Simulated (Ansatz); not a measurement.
AlB2-type TiB₂, treated with PBE (PAW; Ansatz, a quantum-chemistry and plane-wave program).

Run with plane-wave cutoff 520 eV, 18×18×12 k mesh (along the axes of the cell as run), Fermi–Dirac smearing 0.1 eV, perturbation theory, force constants from a 6×6×4 q mesh, no spin polarisation, scalar-relativistic PAW data made under PBE.

Computed at the level's own relaxed cell. Harmonic vibrational thermodynamics at fixed volume:

```json
[
 {"T (K)": "0", "S_vib (J/K per mol of atoms)": "0.00", "C_V (J/K per mol of atoms)": "0.00", "F_vib (eV/atom)": "0.1016"},
 {"T (K)": "200", "S_vib (J/K per mol of atoms)": "?", "C_V (J/K per mol of atoms)": "?", "F_vib (eV/atom)": "?"},
 {"T (K)": "300", "S_vib (J/K per mol of atoms)": "?", "C_V (J/K per mol of atoms)": "?", "F_vib (eV/atom)": "?"},
 {"T (K)": "500", "S_vib (J/K per mol of atoms)": "?", "C_V (J/K per mol of atoms)": "?", "F_vib (eV/atom)": "?"},
 {"T (K)": "600", "S_vib (J/K per mol of atoms)": "?", "C_V (J/K per mol of atoms)": "?", "F_vib (eV/atom)": "?"},
 {"T (K)": "800", "S_vib (J/K per mol of atoms)": "?", "C_V (J/K per mol of atoms)": "?", "F_vib (eV/atom)": "?"},
 {"T (K)": "1000", "S_vib (J/K per mol of atoms)": "?", "C_V (J/K per mol of atoms)": "?", "F_vib (eV/atom)": "?"}
]
```

Task: Complete the blanks.

Result: 
- 200, S_vib (J/K per mol of atoms): 4.65
- 200, C_V (J/K per mol of atoms): 9.39
- 200, F_vib (eV/atom): 0.0988
- 300, S_vib (J/K per mol of atoms): 9.54
- 300, C_V (J/K per mol of atoms): 14.71
- 300, F_vib (eV/atom): 0.0914
- 500, S_vib (J/K per mol of atoms): 18.53
- 500, C_V (J/K per mol of atoms): 20.07
- 500, F_vib (eV/atom): 0.0620
- 600, S_vib (J/K per mol of atoms): 22.31
- 600, C_V (J/K per mol of atoms): 21.36
- 600, F_vib (eV/atom): 0.0408
- 800, S_vib (J/K per mol of atoms): 28.68
- 800, C_V (J/K per mol of atoms): 22.81
- 800, F_vib (eV/atom): -0.0123
- 1000, S_vib (J/K per mol of atoms): 33.85
- 1000, C_V (J/K per mol of atoms): 23.54
- 1000, F_vib (eV/atom): -0.0773

The crystal is taken as a harmonic solid at every temperature: melting, phase changes and thermal expansion are not seen, nor the electrons' share in a metal.
